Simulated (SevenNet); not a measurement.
## AlB2-type ZrB2

Level of theory: the machine-learned potential SevenNet-l3i5 (trained on PBE and PBE+U data).

Cell (relaxed at this level):

```
ZrB2
1.0
    3.17739     0.00000     0.00000
   -1.58870     2.75170     0.00000
    0.00000     0.00000     3.55473
Zr B
1 2
Direct
  0.00000   0.00000   0.00000
  0.66667   0.33333   0.50000
  0.33333   0.66667   0.50000
```

```
Item                    Value
--------------------  -------
elastic constant C11  455 GPa
elastic constant C12  157 GPa
elastic constant C13  141 GPa
elastic constant C33  433 GPa
```

Measured, for comparison: elastic constant C11 568 GPa, elastic constant C12 57 GPa, elastic constant C13 121 GPa, elastic constant C33 441 GPa (room temperature, not corrected to a static lattice; as tabulated in Zhang et al. (2020), arXiv:1911.03307). Computed (rounded) less measured: elastic constant C11 -20 %, elastic constant C12 +175 %, elastic constant C13 +17 %, elastic constant C33 -2 %.

A machine-learned potential is trained on density-functional data: it inherits that level's misses and adds fitting errors of its own.

Elastic constants are with the ions relaxed.
